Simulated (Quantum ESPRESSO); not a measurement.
# Pressure against volume in zinc-blende CdSe (space group 216) (Quantum ESPRESSO, LDA)

```
CdSe
1.0
    0.00000     2.90735     2.90735
    2.90735     0.00000     2.90735
    2.90735     2.90735     0.00000
Cd Se
1 1
Direct
  0.00000   0.00000   0.00000
  0.75000   0.75000   0.75000
```

Method of the run: LDA (PZ), GBRV 1.5 ultrasoft (LDA) pseudopotentials (plane waves; Quantum ESPRESSO 7.5). Settings: ecutwfc = 52 Ry; ecutrho = 260 Ry; occupations = smearing; smearing = fermi-dirac; degauss = 0.000734986 Ry; potentials = {Cd: cd_lda_v1.uspp.F.UPF, Se: se_lda_v1.uspp.F.UPF}; K_POINTS = automatic 10 10 10 0 0 0; conv_thr = 1e-10 Ry. The cell above is the first row's. The rows scale it uniformly. In all rows fractional positions and the k mesh are held.

```
V (Å^3/atom)  P (GPa)
------------  -------
24.575           7.04
25.109           5.17
25.643           3.49
26.178           2.00
26.712           0.67
27.246          -0.52
27.780          -1.59
28.315          -2.54
28.849              ?
```

The 8 complete rows are fitted with a cubic, P against V. With u = V - 26.4, the rows have u = -1.8250, -1.2910, -0.7570, -0.2220, 0.3120, 0.8460, 1.3800, 1.9150. Least squares gives P = 1.426 - 2.5167·u + 0.2701·u² - 0.01989·u³. Residuals (row less fit): 0.001, 0.002, -0.005, 0.002, 0.004, 0.002, -0.005, 0.003; standard error 0.004 (degrees of freedom: 4). The fitted pressure is zero at V0 = 27.00, where dP/dV = -2.212, so B0 = -V0·dP/dV = 59.7 GPa.

Task: Predict the withheld P at V = 28.849 from the fit, and compare with the calculation.

Result: u = 2.4490, so P = 1.426 - 2.5167 × 2.4490 + 0.2701 × 2.4490² - 0.01989 × 2.4490³ = -3.410 GPa. The calculation gives -3.39 GPa, 0.020 GPa above the prediction (0.2 % of the range of P in the table). The row lies outside the fitted rows, so this is an extrapolation. From the scatter of the fitted rows alone, a prediction at this place has a standard error of 0.012 GPa, so the miss is 1.7 times that.

Carrying the step between the two nearest rows on in a straight line would have given -3.49, off by 0.10; series whose last step already gives the withheld value aren't shown. The scan was laid around a cell of about the measured size, scaled by a guess for this functional. This is one of two polymorphs. The runs keep the symmetry of the cell, so they don't test it for distortions. Cutoffs and mesh are single choices, not tested for convergence of this quantity. Series with a scatter that would blur these digits, or in which a gap closes, are not shown.
